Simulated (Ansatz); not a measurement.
An Ansatz (a program for electronic structure) input (PBEsol/PAW in Ansatz, no spin-orbit coupling, earlier PAW set):

Ansatz 0.2 input:
```yaml
crystal:
  lattice:
    - [2.898676129, 0, 0]
    - [-1.4493380645, 2.510327165, 0]
    - [0, 0, 2.8280213772]
  atoms:
    - { symbol: W, position: [0, 0, 0] }
    - { symbol: C, position: [0.6666666667, 0.3333333333, 0.5] }
basis: { ecutwfc: 420, ecutrho_ratio: 4, xc_grid: 2, fft_grid_basis: typed }
kpoints: { mp_grid: { grid: [18, 18, 16] } }
hamiltonian:
  xc: pbesol
  dispersion: none
  pseudopotentials: { azcp: { folder: ./paw }, kind: paw }
scf: { occupations: { method: fermi_dirac, width: 0.05 }, convergence: { dr2_threshold: 0.0000000002 } }
output: { forces: true, stress: true }
```

Which symmetry and how many k-points will the program report, and about how many plane waves at Γ?

Space group P-6m2 (ITA 187) with 12 operations, k-points 333 of 5184, and 405 plane waves at Γ.

Whether these cells are dynamically stable was not tested. All final runs are without spin polarisation. The cell is WC (space group P-6m2, No. 187).
